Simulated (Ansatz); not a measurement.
Start from HgO in the zinc blende structure (space group F-43m, No. 216; a = 5.1959 Å; a hypothetical phase, not in the database extracts checked).

Structures relaxed with plane-wave PAW DFT at the PBEsol level (Ansatz, a first-principles code, 420 eV), no spin-orbit coupling.

Base:

Simulated powder pattern, Cu Kα1, λ = 1.54056 Å (kinematic, ideal powder, no thermal factors, no anomalous dispersion; the 14 strongest lines at most, above 2 %, up to 2θ = 90°):

| 2θ (°) | I/Imax (%) | hkl |
|---|---|---|
| 29.76 | 100 | (111) |
| 34.49 | 43 | (200) |
| 49.58 | 43 | (220) |
| 58.90 | 45 | (311) |
| 61.80 | 11 | (222) |
| 72.74 | 6.8 | (400) |
| 80.51 | 19 | (331) |
| 83.05 | 16 | (420) |

After one change:

Simulated powder pattern, Cu Kα1, λ = 1.54056 Å (kinematic, ideal powder, no thermal factors, no anomalous dispersion; the 14 strongest lines at most, above 2 %, up to 2θ = 90°):

```csv
2θ (°),I/Imax (%)
32.47,100
37.66,42
54.32,41
64.72,43
67.98,11
80.42,6.6
89.41,19
```

Task: Which of these changes matches the shifts?
(A) pressure −1 GPa
(B) pressure 4.2 GPa
(C) pressure 60 GPa
(D) pressure 45 GPa

Result: D, pressure 45 GPa. Its volume per atom is 13.59 Å³ against 17.53 Å³, and its space group is F-43m (No. 216).

Load acts through the strain it causes; cell and atoms are relaxed under it. Whether these cells are dynamically stable was not tested. No other phases were tried under pressure. The final runs are not spin-polarised.
